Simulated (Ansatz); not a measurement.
A user runs Ansatz (a program for electronic structure) on GeRh (P6_3/mmc, 4 atoms in the cell) and asks whether the run is sound. The aim is a self-consistent single point with DFT, PBE, plane waves, default PAW files.

Cell that was meant: a = 3.8378 Å, b = 3.8378 Å, c = 5.3489 Å, α = 90.00°, β = 90.00°, γ = 120.00°.

Part of the input:

Ansatz 0.2 input:
```yaml
    kind: paw
scf:
  occupations:
    method: fixed
output:
  forces: true
  eigenvalues: true
```

Output, abridged:

```
   [... lines left out ...]
Symmetry: 24 space group operations
Space group: P63/mmc (ITA 194), of the structure as read, at distance tolerance 4.1e-5 Å
k-points: 24 of 196
Initial density: superposition of atomic densities (neutral atoms: chi_scale 0, normalization atom), corrected by the library's trained network
Initial wavefunctions: pseudopotential atomic-orbital guess
Eigensolver: davidson
Functional: x = pbe(κ = 0.804, μ = 0.2195149727645171), c = pbe(β = 0.06672455060314922)
SCF iter   1: F=—  HF=-21396.297540 eV  |F-HF|=—  |Δ(HF+E_count)|=         —  Δρ=6.93e-3  dr2=2.83e-2  ethr=1.77e-3  ⟨swp⟩=4.3  Hψ=2658  notcnv=0  defer=108
all-band conjugate gradients solve this SCF's bands
   [... lines left out ...]
WARN: the bands overlap at the fill by count (31 filled at each k-point of a channel) …
SCF 1 converged in 7 iterations: F = -21396.293049 eV  dr2 = 5.91e-8
Free energy (F): -21396.293049 eV
Internal energy: -21396.293049 eV  (E = F + TS)
E sigma→0 (E₀):  -21396.293049 eV
Fermi energy:    16.859563 eV
--- Forces (eV/Å), atoms counted from 1 ---
  atom   1  Rh    -0.00000000     0.00000000    -0.00000000
   [... zero for the other atoms too ...]
--- Stress (GPa, compression-positive) ---
       -5.713589      -0.000000       0.000000
       -0.000000      -5.713589       0.000000
        0.000000       0.000000       8.431515
  P = ⅓ Tr σ = -0.9986 GPa (-9.986 kbar)
  The stress holds the Pulay correction. Without it, at fixed plane waves, as pw.x and ABINIT print it: P = -1.0609 GPa
```

Task: Is anything amiss in this input, and did it matter?

Result: The run is not sound. The fault is fixed (insulator-type) occupations in a metal. A metal has bands that cross the Fermi level, so filling the same number of bands at every k-point puts electrons into the wrong states. To fix it, use a smearing (or tetrahedra) with enough empty bands. The run converged in 7 iterations without an error; against the sound input the free energy goes up by 277 meV/atom and the pressure goes from -5.24 to -1.00 GPa. The full log also holds (shortened here): “WARN: iter 1: σ=0 fill of 31 bands saw a band overlap (occupied 16.8775 eV > unoccupied 13.5872 eV) — on an unconverged iterate often a transient of an (band_overlap_at_count)”.

The sound input it was made from differs as follows (other fixes are possible):
```diff
-    method: fixed
+    method: fermi_dirac
+    width: 0.1
```

With that input, the run converged in 7 iterations: free energy E − TS (on the zero of these files) -21397.3994 eV; Fermi level (on the code's own zero) 14.41 eV; pressure -5.24 GPa (DFT, PBE, plane waves, default PAW files).

On the sound input: the starting cell was generated: these elements placed on a structure prototype, without a prior relaxation; it need not be a known phase or ordering of this composition. Spin polarisation is off. With a pressure of about -5 GPa the cell is away from its equilibrium volume at this level. Ansatz's pressure includes its estimate of the finite-basis (Pulay) stress.
